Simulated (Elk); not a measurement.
Worked example: self-consistent single point of Yb (Fm-3m, 1 atom in the cell) in Elk

Method of the run: Elk with PBE, all-electron FP-LAPW, Elk's shipped species files, APW+lo basis with extra local orbitals.

Input as run:

```
tasks
  0

xctype
  20

rgkmax
  8.0

gmaxvr
  14.0

nxlo
  2

lorbcnd
  .true.

lmaxi
  2

swidth
  0.00367493

maxscl
  100

scale
  7.281495779

avec
    0.0000000000    0.7071067812    0.7071067812
    0.7071067812    0.0000000000    0.7071067812
    0.7071067812    0.7071067812    0.0000000000

atoms
  1
  'Yb.in'
  1
  0.0000000000  0.0000000000  0.0000000000    0.0 0.0 0.0

ngridk
  10 10 10
```

Output, abridged:

```
│ Elk code version 10.2.4 │

All units are atomic (Hartree, Bohr, etc.)

│ Ground-state run starting from atomic densities │

Lattice vectors :
   0.000000000       5.148795043       5.148795043
   5.148795043       0.000000000       5.148795043
   5.148795043       5.148795043       0.000000000

Unit cell volume      :    272.9900440
Brillouin zone volume :   0.9086419777

Muffin-tin inner radius fraction :   0.1000000000E-01

Nuclei treated as point charges

Species :    1 (Yb)
 parameters loaded from : Yb.in
 name : ytterbium
 nuclear charge    :   -70.00000000
 electronic charge :    70.00000000
 atomic mass :    315432.6234
 muffin-tin radius :    2.800000000
 number of radial points in muffin-tin :    697
 atomic positions (lattice), magnetic fields (Cartesian) :
   1 :   0.00000000  0.00000000  0.00000000    0.00000000  0.00000000  0.00000000

Total number of atoms per unit cell :    1

Spin treatment :
 spin-unpolarised

Number of Bravais lattice symmetries :   48
Number of crystal symmetries         :   48
Crystal has inversion symmetry
Real symmetric eigensolver will be used

k-point grid :     10    10    10
k-point offset :    0.000000000       0.000000000       0.000000000
k-point set is reduced with full crystal symmetry group
Total number of k-points :       47

Muffin-tin radius times maximum |G+k| :    8.000000000
 using average radius
Maximum |G+k| for APW functions       :    2.857142857
Maximum (1/2)|G+k|²                   :    4.081632653
Maximum |G| for potential and density :    14.00000000
 potential will be trimmed for |G| > 2 gkmax
Constant for pseudocharge density :   10
Radial integration step length :    4

G-vector grid sizes :     35    35    35
Number of G-vectors :    12627

Maximum angular momentum used for
 APW functions                      :    8
 outer part of muffin-tin           :    6
 inner part of muffin-tin           :    2

Total nuclear charge    :   -70.00000000
Total core charge       :    46.00000000
Total valence charge    :    24.00000000
Total excess charge     :    0.000000000
Total electronic charge :    70.00000000

Effective Wigner radius, rₛ :   0.9764575919

Number of empty states         :    4
Total number of valence states :   16
Total number of core states    :   46

Conduction state local-orbitals added automatically
Total number of local-orbitals :   96

Exchange-correlation functional :     20     0     0
 Perdew-Burke-Ernzerhof, Phys. Rev. Lett. 77, 3865 (1996)
 gradient requirement :    1
 generalised gradient approximation (GGA)

Smearing type :    3
 Fermi-Dirac
Smearing width :   0.3674930000E-02
Effective electronic temperature (K) :    1160.451112

Mixing type :    3
 Broyden mixing, J. Phys. A: Math. Gen. 17, L317 (1984)

Kohn-Sham potential initialised from atomic data

│ Self-consistent loop started │
│ Loop number : 1 │
 total energy                :     -13902.9110328
│ Loop number : 2 │
 total energy                :     -13948.9873163
RMS change in Kohn-Sham potential (target) :    1.753446557     (  0.1000000000E-05)
Absolute change in total energy (target)   :    46.07628350     (  0.1000000000E-03)
│ Loop number : 3 │
 total energy                :     -14062.7098139
RMS change in Kohn-Sham potential (target) :   0.2181538505     (  0.1000000000E-05)
Absolute change in total energy (target)   :    125.2415685     (  0.1000000000E-03)
│ Loop number : 4 │
 total energy                :     -14080.1053036
RMS change in Kohn-Sham potential (target) :   0.5568619784E-01 (  0.1000000000E-05)
Absolute change in total energy (target)   :    48.70588187     (  0.1000000000E-03)
│ Loop number : 5 │
 total energy                :     -14081.3121946
RMS change in Kohn-Sham potential (target) :   0.6210678436E-01 (  0.1000000000E-05)
Absolute change in total energy (target)   :    13.38336145     (  0.1000000000E-03)
│ Loop number : 6 │
 total energy                :     -14077.1830972
RMS change in Kohn-Sham potential (target) :   0.1343506227E-01 (  0.1000000000E-05)
Absolute change in total energy (target)   :   0.7832570559     (  0.1000000000E-03)
│ Loop number : 7 │
 total energy                :     -14075.1673025
RMS change in Kohn-Sham potential (target) :   0.1238125803E-01 (  0.1000000000E-05)
Absolute change in total energy (target)   :    2.211608931     (  0.1000000000E-03)
│ Loop number : 8 │
 total energy                :     -14075.2640527
RMS change in Kohn-Sham potential (target) :   0.1083926385E-01 (  0.1000000000E-05)
Absolute change in total energy (target)   :   0.4561520793     (  0.1000000000E-03)
│ Loop number : 9 │
 total energy                :     -14075.8727619
RMS change in Kohn-Sham potential (target) :   0.2324009288E-02 (  0.1000000000E-05)
Absolute change in total energy (target)   :   0.4946712358     (  0.1000000000E-03)
│ Loop number : 10 │
 total energy                :     -14076.0486799
RMS change in Kohn-Sham potential (target) :   0.1430700477E-03 (  0.1000000000E-05)
Absolute change in total energy (target)   :   0.2995858084     (  0.1000000000E-03)
│ Loop number : 11 │
 total energy                :     -14076.0626586
RMS change in Kohn-Sham potential (target) :   0.3289496097E-03 (  0.1000000000E-05)
Absolute change in total energy (target)   :   0.8887507182E-01 (  0.1000000000E-03)
│ Loop number : 12 │
 total energy                :     -14076.0525523
RMS change in Kohn-Sham potential (target) :   0.1842415880E-03 (  0.1000000000E-05)
Absolute change in total energy (target)   :   0.1211249650E-01 (  0.1000000000E-03)
│ Loop number : 13 │
 total energy                :     -14076.0414478
RMS change in Kohn-Sham potential (target) :   0.3039566108E-04 (  0.1000000000E-05)
Absolute change in total energy (target)   :   0.8076343078E-02 (  0.1000000000E-03)
│ Loop number : 14 │
 total energy                :     -14076.0401253
RMS change in Kohn-Sham potential (target) :   0.1399338337E-04 (  0.1000000000E-05)
Absolute change in total energy (target)   :   0.3341609430E-02 (  0.1000000000E-03)
│ Loop number : 15 │
 total energy                :     -14076.0381561
RMS change in Kohn-Sham potential (target) :   0.1088080759E-04 (  0.1000000000E-05)
Absolute change in total energy (target)   :   0.2804623320E-02 (  0.1000000000E-03)
│ Loop number : 16 │
 total energy                :     -14076.0385113
RMS change in Kohn-Sham potential (target) :   0.5076103888E-05 (  0.1000000000E-05)
Absolute change in total energy (target)   :   0.3458866067E-03 (  0.1000000000E-03)
│ Loop number : 17 │
 total energy                :     -14076.0387090
RMS change in Kohn-Sham potential (target) :   0.1556517826E-05 (  0.1000000000E-05)
Absolute change in total energy (target)   :   0.1111830952E-03 (  0.1000000000E-03)
│ Loop number : 18 │
 total energy                :     -14076.0388114
RMS change in Kohn-Sham potential (target) :   0.1361609489E-06 (  0.1000000000E-05)
Absolute change in total energy (target)   :   0.1301665543E-03 (  0.1000000000E-03)
│ Loop number : 19 │
 total energy                :     -14076.0387955
RMS change in Kohn-Sham potential (target) :   0.5153872951E-07 (  0.1000000000E-05)
Absolute change in total energy (target)   :   0.1671485734E-04 (  0.1000000000E-03)
Convergence targets achieved

│ Loop number : 20 │

Energies :
 Fermi                       :     0.149973952961
 sum of eigenvalues          :     -8613.67070315
 electron kinetic            :      15638.3915156
 core electron kinetic       :      15193.2218414
 Coulomb                     :     -29419.6819451
 Coulomb potential           :     -23866.6760868
 nuclear-nuclear             :     -931.515844122
 electron-nuclear            :     -33109.6561151
 Hartree                     :      4621.49001412
 Madelung                    :     -17486.3439016
 xc potential                :     -385.386131897
 exchange                    :     -290.622341851
 correlation                 :     -4.12251160238
 electron entropic           :    -0.351941116891E-02
 total energy                :     -14076.0388024

Density of states at Fermi energy :    59.15429949
 (states/Hartree/unit cell)

Estimated indirect band gap :   0.1768333742E-02
 from k-point     46 to k-point     35
Estimated direct band gap   :   0.1004774473E-01
 at k-point     46

Charges :
 core                        :    46.00000000
 valence                     :    24.00000000
 interstitial                :    1.814472239
 muffin-tins (core leakage)
  species :    1 (Yb)
   atom    1                 :    68.18552776     (  0.1118876853E-05)
 total in muffin-tins        :    68.18552776
 total calculated charge     :    69.99702598
 total charge                :    70.00000000
 error                       :   0.2974020573E-02

│ Self-consistent loop stopped │
```

The run converged in 20 iterations. The count includes the last loop, which Elk runs after its targets are met.

The starting cell comes from a database of computed structures (which also holds hypothetical and non-ambient phases and stackings), without a prior relaxation at this level. Spin-orbit coupling is off. Spin polarisation is off. Values depend on the basis (sphere radii, cutoffs, local orbitals), which need not be converged. The log's line on a gap gives a spacing of levels on this mesh, which the program prints for metals too.
